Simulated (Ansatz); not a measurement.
zinc-blende InP (1 1 1) on zinc-blende BN (1 1 1) (film strained to the substrate, started from cuts of the bulks and a machine-learned relaxation; metallic at this level, with no gap by band count; slabs B21N21 and In4P4, which can lie off the formulas)

A periodic stack without vacuum, zinc-blende InP (1 1 1) on zinc-blende BN (1 1 1) (film strained to the substrate, started from cuts of the bulks and a machine-learned relaxation; metallic at this level, with no gap by band count; slabs B21N21 and In4P4, which can lie off the formulas): substrate slab B21N21, film In4P4, surface cells [[1, -2], [1, 1]] and [[0, 1], [-1, 0]], film strained by +5.3 and +5.3 %, outermost planes B/N and P/In as cut, which need not be the usual terminations and can put a slab off its formula.

The start was prepared with a machine-learned potential, and the result is one local minimum, with the in-plane cell held and forces under 0.04 eV/Å; the film can end far from its bulk form.

Method: PBE (plane waves to 420 eV, PAW; Ansatz, a program for electronic structure). No spin–orbit coupling; the runs are not spin-polarised; PBE gaps are too small against experiment. Its k-point mesh 6×6×1, Fermi–Dirac width 0.05 eV.

interface area: 17.1 Å²
period: 28.66 Å
heights between the nearest atoms of the two slabs at the two interfaces: 1.44 and 2.10 Å
B–In contacts across the interfaces within 1.22 times the sum of covalent radii: 2, mean 2.45 Å
N–P contacts across the interfaces within 1.22 times the sum of covalent radii: 2, mean 1.88 Å
B–P contacts across the interfaces within 1.22 times the sum of covalent radii: 1, mean 2.25 Å
two interfaces: unlike, so that offsets are their mean

```
In4B21N21P4
1.0
    4.43769    -0.00059    -0.12689
   -2.21975     3.84472     0.01433
    0.08023    -1.33603    28.69248
B N In P
21 21 4 4
Direct
  0.90285   0.05377   0.02958
  0.57442   0.39700   0.02956
  0.24370   0.72936   0.03829
  0.93632   0.42382   0.10471
  0.60424   0.75911   0.10521
  0.27136   0.09396   0.10470
  0.96592   0.79143   0.17796
  0.63250   0.12542   0.17802
  0.29853   0.45751   0.17802
  0.99419   0.15715   0.25119
  0.66098   0.49072   0.25117
  0.32761   0.82392   0.25118
  0.02285   0.52317   0.32439
  0.68961   0.85638   0.32439
  0.35618   0.18972   0.32433
  0.05360   0.89105   0.39789
  0.71776   0.22034   0.39746
  0.38290   0.55527   0.39744
  0.08882   0.25755   0.47320
  0.73444   0.57500   0.46774
  0.41452   0.93001   0.47345
  0.91585   0.40044   0.04773
  0.57877   0.73468   0.05030
  0.24888   0.06663   0.04778
  0.94478   0.76672   0.12239
  0.61085   0.10099   0.12262
  0.27667   0.43267   0.12262
  0.97243   0.13247   0.19579
  0.63930   0.46617   0.19578
  0.30592   0.79926   0.19574
  0.00104   0.49856   0.26896
  0.66793   0.83166   0.26898
  0.33454   0.16512   0.26893
  0.03116   0.86560   0.34228
  0.69612   0.19668   0.34207
  0.36220   0.53062   0.34205
  0.05659   0.23256   0.41589
  0.72471   0.56330   0.41403
  0.39438   0.89495   0.41596
  0.07873   0.60623   0.48963
  0.76649   0.92349   0.48998
  0.42295   0.26540   0.48602
  0.49337   0.44929   0.60361
  0.92463   0.24580   0.72316
  0.31066   0.97003   0.84035
  0.71264   0.69253   0.95621
  0.95613   0.80498   0.54013
  0.85490   0.16617   0.63353
  0.26981   0.92510   0.75028
  0.65446   0.64755   0.86780
```
